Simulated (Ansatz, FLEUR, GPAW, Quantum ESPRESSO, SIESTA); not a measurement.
## Mg2Zn (P1, 6 atoms in the cell) computed with different codes at matched settings

Self-consistent single point, at a second geometry (atoms moved at random). First geometry:

```yaml
crystal:
  lattice:
    - [4.75342, -2.51125, 0.00000]
    - [4.75342, 2.51125, 0.00000]
    - [0.00000, 0.00000, 4.73874]
  atoms:
    - { symbol: Mg, position: [0.35113, 0.95921, 0.75000] }
    - { symbol: Mg, position: [0.64887, 0.04079, 0.25000] }
    - { symbol: Mg, position: [0.95921, 0.35113, 0.25000] }
    - { symbol: Mg, position: [0.04079, 0.64887, 0.75000] }
    - { symbol: Zn, position: [0.67546, 0.32454, 0.75000] }
    - { symbol: Zn, position: [0.32454, 0.67546, 0.25000] }
```

Second geometry:
```yaml
crystal:
  lattice:
    - [4.75342, -2.51125, 0.00000]
    - [4.75342, 2.51125, 0.00000]
    - [0.00000, 0.00000, 4.73874]
  atoms:
    - { symbol: Mg, position: [0.34609, 0.96690, 0.74541] }
    - { symbol: Mg, position: [0.64717, 0.03490, 0.25308] }
    - { symbol: Mg, position: [0.95284, 0.35850, 0.24769] }
    - { symbol: Mg, position: [0.04008, 0.65328, 0.74949] }
    - { symbol: Zn, position: [0.68829, 0.32275, 0.76098] }
    - { symbol: Zn, position: [0.32553, 0.66367, 0.24335] }
```

Shared settings, as Ansatz (an electronic-structure program) writes them: kpoints.mp_grid.grid = 5 5 5; scf.occupations.method = gaussian; scf.occupations.width = 0.272 eV. Potentials and cutoffs stand in the table.

| code | model | ΔF from the first geometry (meV/atom) | pressure (GPa) | largest force (eV/Å) | cutoff |
|---|---|---|---|---|---|
| Ansatz | PBEsol, PAW files made with PBE | 4.1 | 0.11 | 0.242 | default |
| GPAW | PBEsol, GPAW PAW datasets PBEsol (made by gpaw-setup) | 4.1 | 0.16 | 0.245 | 850 eV |
| Quantum ESPRESSO | PBEsol, GBRV 1.5 ultrasoft (PBESOL) pseudopotentials | 4.1 | -0.12 | 0.241 | 50 Ry |
| FLEUR | PBEsol, all-electron FLAPW (FLEUR), scalar-relativistic valence | – | – | 0.244 | Kmax 4.1 1/bohr |
| SIESTA | GGA PBEsol, numerical atomic orbitals DZP, PseudoDojo PBEsol standard norm-conserving potentials (rewritten from UPF to PSML) | 5.9 | -0.78 | – | grid 300 Ry |

Size of the force on each atom (eV/Å): Sizes of forces hide their directions.

| code | Mg1 | Mg2 | Mg3 | Mg4 | Zn5 | Zn6 |
|---|---|---|---|---|---|---|
| Ansatz | 0.155 | 0.189 | 0.178 | 0.071 | 0.242 | 0.149 |
| GPAW | 0.153 | 0.186 | 0.179 | 0.070 | 0.245 | 0.149 |
| Quantum ESPRESSO | 0.154 | 0.188 | 0.178 | 0.071 | 0.241 | 0.151 |
| FLEUR | 0.154 | 0.187 | 0.179 | 0.071 | 0.244 | 0.153 |

A dash marks a value that a program does not give, or that is left out as unsure.

The spread over the programs that give each value: ΔF from the first geometry within 1.8 meV/atom; pressure within 0.94 GPa; largest force within 0.004 eV/Å.

SIESTA uses small atom-centred bases, whose incompleteness enters pressures, forces and empty levels differently from a plane-wave cutoff. FLEUR treats all electrons, but the usual bases taken here (sphere radii, linearisation, local orbitals, empty states) were not tested for convergence, so the values are no reference for the others. Ansatz's pressure is given at a fixed set of plane waves, as the other plane-wave codes print theirs; with its correction for the finite basis it is 0.14 GPa.

The starting cell comes from a database of computed structures (which also holds hypothetical and non-ambient phases and stackings), without a prior relaxation at this level. For this run, on top of that: atoms moved at random.

Left out of this page: CP2K (unsound by tests on forces, stress, charge or solver warnings).

Keys are those of Ansatz 0.2.
